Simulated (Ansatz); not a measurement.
W in the bcc (W type) structure (space group Im-3m, No. 229)

```cif
data_W2
_chemical_formula_sum 'W2'
_space_group_name_H-M_alt 'Im-3m'
_space_group_IT_number 229
_space_group_name_Hall '-I 4 2 3'
_cell_length_a 3.16928
_cell_length_b 3.16928
_cell_length_c 3.16928
_cell_angle_alpha 90.000
_cell_angle_beta 90.000
_cell_angle_gamma 90.000
loop_
_atom_site_label
_atom_site_type_symbol
_atom_site_symmetry_multiplicity
_atom_site_Wyckoff_symbol
_atom_site_fract_x
_atom_site_fract_y
_atom_site_fract_z
_atom_site_occupancy
W1 W 2 a 0.00000 0.00000 0.00000 1
```
(The calculation used a cell of 1 atom; values per cell refer to that cell.)

Level of theory: plane-wave PAW DFT at the r2SCAN level (Ansatz, a first-principles code, 500 eV), no spin-orbit coupling. k-mesh 21×21×21 (Γ-centred); smearing 0.05 eV (Fermi–Dirac).

The volume per atom is 15.92 Å³ and the density is 19.18 g/cm³. The band gap is zero and the total energy is -10397.296 eV/atom (σ→0; compares only within this code and set-up).

No phonon test of stability was made. All final runs are without spin polarisation.
